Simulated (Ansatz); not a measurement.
B20 (FeSi-type) CoSi, treated with PBEsol (plane waves, PAW; Ansatz, a quantum-chemistry and plane-wave program).

From the output:

```
Crystal: 8 atoms, lattice volume = 84.358 Å³
Basis set: ecut = 520 eV, 2301 PW (Γ), exchange–correlation on 72×72×72 points (8 copies of the dense FFT grid, shifted against one another)
Bands: 51, of which v1, the nominal top of the filled ones, is band 42 counted from 1 (41 counted from 0)
Symmetry: 12 space group operations
Space group: P213 (ITA 198), of the structure as read, at distance tolerance 4.4e-5 Å
k-points: 119 of 1728 (time reversal used)
Functional: x = pbesol(κ = 0.804, μ = 0.12345679012345678), c = pbesol(β = 0.046)
SCF iter   1: F=—  HF=-22863.809113 eV  |F-HF|=—  |Δ(HF+E_count)|=         —  Δρ=1.65e-2  dr2=1.01e-1
SCF iter   2: F=—  HF=-22863.789133 eV  |F-HF|=—  |Δ(HF+E_count)|=   2.00e-2  Δρ=4.64e-3  dr2=6.96e-3
  ...
SCF iter   7: F=—  HF=-22863.788056 eV  |F-HF|=—  |Δ(HF+E_count)|=  3.13e-10  Δρ=4.35e-6  dr2=8.30e-9
SCF iter   8: F=-22863.788056 eV  HF=-22863.788056 eV  |F-HF|=2.40e-10  |Δ(HF+E_count)|=   5.27e-9  Δρ=6.44e-7  dr2=4.11e-10
SCF 1 converged in 8 iterations: F = -22863.788056 eV  dr2 = 4.11e-10
SCF converged after 8 iterations
Free energy (F): -22863.788056 eV
Internal energy: -22863.775495 eV  (E = F + TS)
E sigma→0 (E₀):  -22863.781776 eV
Fermi energy:    17.209021 eV
--- Forces (eV/Å), atoms counted from 1 ---
  atom   1  Co    -0.00021307     0.00021307    -0.00021307
  atom   2  Co    -0.00021307    -0.00021307     0.00021307
  atom   3  Co     0.00021307     0.00021307     0.00021307
  atom   4  Co     0.00021307    -0.00021307    -0.00021307
  atom   5  Si     0.00232244    -0.00232244     0.00232244
  atom   6  Si     0.00232244     0.00232244    -0.00232244
  atom   7  Si    -0.00232244    -0.00232244    -0.00232244
  atom   8  Si    -0.00232244     0.00232244     0.00232244
--- Stress (GPa, compression-positive) ---
       -0.001045      -0.000000       0.000000
       -0.000000      -0.001045       0.000000
        0.000000       0.000000      -0.001045
  P = ⅓ Tr σ = -0.0010 GPa (-0.010 kbar)
```

Problem. Write an input file that could have produced this run (the log leaves some choices open).

Solution. One answer among several that fit: 
Ansatz 0.2 input:
```yaml
crystal:
  lattice:
    - [4.38572691, 0.0, 0.0]
    - [0.0, 4.38572691, 0.0]
    - [0.0, 0.0, 4.38572691]
  atoms:
    - { symbol: Co, position: [0.854367348, 0.645632652, 0.354367348] }
    - { symbol: Co, position: [0.354367348, 0.854367348, 0.645632652] }
    - { symbol: Co, position: [0.145632652, 0.145632652, 0.145632652] }
    - { symbol: Co, position: [0.645632652, 0.354367348, 0.854367348] }
    - { symbol: Si, position: [0.1566772246, 0.3433227754, 0.6566772246] }
    - { symbol: Si, position: [0.6566772246, 0.1566772246, 0.3433227754] }
    - { symbol: Si, position: [0.8433227754, 0.8433227754, 0.8433227754] }
    - { symbol: Si, position: [0.3433227754, 0.6566772246, 0.1566772246] }
basis:
  ecutwfc: 520
  ecutrho_ratio: 4
  xc_grid: 2
kpoints:
  mp_grid: { grid: [12, 12, 12] }
hamiltonian:
  xc: pbesol
  dispersion: none
  pseudopotentials: { kind: paw }
scf:
  occupations: { method: fermi_dirac, width: 0.05 }
  convergence: { dr2_threshold: 0.0000000008 }
output:
  forces: true
  stress: true
  eigenvalues: true
```

The PAW data were made under PBE.
